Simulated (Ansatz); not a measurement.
F on the 1x1 (111) surface of fcc Ni, ferromagnetic, one in a 2x2 cell: adsorption energies (eV for each) against ½ F2(g) in Ansatz (plane waves, PAW). Structures relaxed with PBE; the other functionals are single points on them, with slab and gas at the same level. No dispersion, zero-point or thermal terms. Rows are starts at which the adsorbate stayed; left out, since it moved away, changed or didn't bind there, or the run didn't converge: bridge Ni-Ni (span 2.5 Å).

Model: 17-atom slab, 6.0 Å thick at the start under the adsorbate (thin: gaps and levels are the slab's own), 7x7x1 mesh, Fermi-Dirac 0.1 eV, dipole correction, 8 atoms held, the rest relaxed; each run with such symmetry as its start has; spin-polarised, no spin-orbit, no U, no dispersion correction.

| site | PBE | RPBE |
|---|---|---|
| top Ni | -2.37 | -2.25 |
| hollow Ni-Ni-Ni over Ni at depth 2.0 Å | -2.70 | -2.51 |
| hollow Ni-Ni-Ni over Ni at depth 4.0 Å | -2.81 | -2.62 |

RPBE moves the energies by 0.17 eV on average against PBE and puts 'hollow Ni-Ni-Ni over Ni at depth 4.0 Å' lowest, as PBE does.

Ansatz is a quantum-chemistry and plane-wave program.
